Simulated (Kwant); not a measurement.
Device: quantum point contact (saddle potential) in a ZnO two-dimensional gas. Effective mass 0.3 mₑ, grid spacing 5 nm, hard walls, nominal width 100 nm (19 grid rows, so walls 100 nm apart), one parabolic valley, scattering region 300 nm long along x; energies count from the band bottom; Fermi energy 0.00433 eV. Potential (V0 + ½k y²) cos²(πx/L) for |x| < L/2, with V0 swept from 0.0045465 to 0 eV, k = 1.8e-05 eV/nm², L = 220 nm.

The device is made up for the run: typed textbook-type constants, with dimensions and the other settings drawn at random.

Computed with Kwant: effective-mass tight-binding model on a square grid, one spin, coherent transport at 0 K. Conductance is in e²/h.

Problem. Compare with the saddle-point formula G = Σ 1/(1 + exp(−2π(E − V0 − ħωy(n + ½))/ħωx)), taking ħωy = ħ√(k/m) and ħωx from the curvature along x of V0 plus half of the mode's confinement energy.

Solution. ħωy = 2.14 meV; at V0 = 3.69 meV the lowest mode has ħωx = 0.662 meV.

| V0 (meV) | formula | simulation |
|---|---|---|
| 4.28 | 0.00011 | 0.00011 |
| 3.69 | 0.017 | 0.019 |
| 3.10 | 0.84 | 0.86 |
| 2.50 | 1.00 | 1.00 |
| 1.91 | 1.00 | 1.00 |
| 1.32 | 1.10 | 1.20 |

The formula takes a parabolic saddle in the continuum; the run has the full potential on a grid.
